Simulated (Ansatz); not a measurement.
Adsorption energy and surface dipole of O on the 1x1 (111) surface of fcc Ag, one in a 2x1 cell, started at the site 'bridge Ag-Ag (span 2.9 Å)', worked from the runs' numbers; total energies count from the potentials' own zero.

These are PBE (plane waves to 420 eV, PAW; Ansatz, a first-principles code) values and carry that method's errors.

Slab: 9 atoms, 7.1 Å thick at the start under the adsorbate (thin: gaps and levels are the slab's own); k 6x12x1, smearing 0.1 eV, dipole-corrected; 4 atoms held, the rest relaxed; held to the start's symmetry, so lower structures may exist; spin-polarised, no spin-orbit, no U, no dispersion correction. At the end it is bonded to 3 Ag. In PBE it is, or lies within 0.03 eV of, the lowest of the starts that converged.

```json
[
 {"quantity": "slab with the adsorbate", "value": "-61287.865 eV"},
 {"quantity": "clean slab, same cell and mesh", "value": "-60723.053 eV"},
 {"quantity": "reference, ½ O2(g)", "value": "-564.968 eV"},
 {"quantity": "area of the cell", "value": "14.90 Å²"},
 {"quantity": "change of the step from the bottom to the top vacuum level", "value": "2.159 eV"}
]
```

What is the adsorption energy against this reference?

E(slab + adsorbate) − E(slab) − E(reference) = 0.16 eV, so in this state the adsorbate is less stable than in the reference, at a coverage of 6.71 a nm².

What dipole does adsorption add to the slab along the outward normal (Helmholtz relation, ε₀ = 0.005526 e/(V·Å))?

p = −ε₀·A·ΔV = -0.178 e·Å = -0.85 D; its negative end points to the vacuum, which raises the vacuum level.
